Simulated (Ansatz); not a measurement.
## Response to strain in C

Base system: C in the diamond structure (space group Fd-3m, No. 227).

```xyz
2
Lattice="0.0000 1.7801 1.7801 1.7801 0.0000 1.7801 1.7801 1.7801 0.0000" Properties=species:S:1:pos:R:3 pbc="T T T"
C      0.0000     0.0000     0.0000
C      0.8901     0.8901     0.8901
```

Cartesian axes are those of the cell as printed.

Strains are applied to the cell and any free atomic positions relax; under biaxial strain the out-of-plane vector relaxes too.

All numbers come from r2SCAN in Ansatz (plane waves to 500 eV, PAW, no spin-orbit coupling).

Notes on the quantities. in-plane stress: mean in-plane stress (compression positive).

| change | band gap | in-plane stress |
|---|---|---|
| base | 4.36 eV | – |
| biaxial strain +0.42 %, plane normal [111], relaxed out of plane | 4.34 eV | -5.3 GPa |
| biaxial strain +0.83 %, plane normal [111], relaxed out of plane | 4.32 eV | -10.3 GPa |
| biaxial strain +1.25 %, plane normal [111], relaxed out of plane | 4.30 eV | -15.2 GPa |
| biaxial strain +1.67 %, plane normal [111], relaxed out of plane | 4.27 eV | -19.9 GPa |
| biaxial strain +2.08 %, plane normal [111], relaxed out of plane | [?] | [?] |
| biaxial strain +2.50 %, plane normal [111], relaxed out of plane | 4.22 eV | -28.6 GPa |

Problem. Some entries are withheld; estimate them.

Solution. 
- biaxial strain +2.08 %, plane normal [111], relaxed out of plane, band gap: 4.25 eV
- biaxial strain +2.08 %, plane normal [111], relaxed out of plane, in-plane stress: -24.3 GPa

Stability against distortions was not tested.

Ansatz is a first-principles code.
